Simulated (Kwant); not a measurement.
Kwant, Hückel tight-binding model, one pz orbital an atom, one spin, coherent transport at 0 K. Conductance is in e²/h.

System: π system c1ccc2c(c1)ccc1ccccc12 between two chain leads. The π system is taken as planar. Atoms are numbered from 0 in the order of the SMILES. Site energies (eV, carbon 0): [0.0, 0.0, 0.0, 0.0, 0.0, 0.0, 0.0, 0.0, 0.0, 0.0, 0.0, 0.0, 0.0, 0.0]. Bonds (i, j, β in eV): (0,1,-2.7) (1,2,-2.7) (2,3,-2.7) (3,4,-2.7) (4,5,-2.7) (4,6,-2.7) (6,7,-2.7) (7,8,-2.7) (8,9,-2.7) (9,10,-2.7) (10,11,-2.7) (11,12,-2.7) (12,13,-2.7) (5,0,-2.7) (13,8,-2.7) (13,3,-2.7). Leads: chains of hopping −4.1 eV, joined by −1.4 eV to atoms 5 and 6.

Site energies and bond integrals are typed Hückel values.

Sweep values stay those of the base run.

One input was changed, with this effect: transmission at E = 0 < 1e-12 → 0.020.

Q: Which change was it?
(A) contacts moved from atoms [5, 6] to [2, 9]
(B) contacts moved from atoms [5, 6] to [1, 9]
(C) contacts moved from atoms [5, 6] to [2, 5]
(D) contacts moved from atoms [5, 6] to [1, 5]
(E) contacts moved from atoms [5, 6] to [5, 7]
(F) contacts moved from atoms [5, 6] to [1, 12]

A: E, contacts moved from atoms [5, 6] to [5, 7]
